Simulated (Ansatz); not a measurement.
Start from AlRu in the CsCl type structure (space group Pm-3m, No. 221; a = 2.9763 Å).

The values are results of PBEsol, PAW, 420 eV (Ansatz, a first-principles code; without spin-orbit coupling), not measurements.

For the base:

```
Quantity              Result
-------------------  -------
Lattice parameter a  2.976 Å
```

It is then changed as follows: a hydrostatic pressure of 0.7 GPa.

Problem. Predict the new lattice parameter a.

Solution. The lattice parameter a shrinks by 0.003 Å to 2.973 Å.

Load acts through the strain it causes; cell and atoms are relaxed under it. Whether these cells are dynamically stable was not tested. All final runs are without spin polarisation.
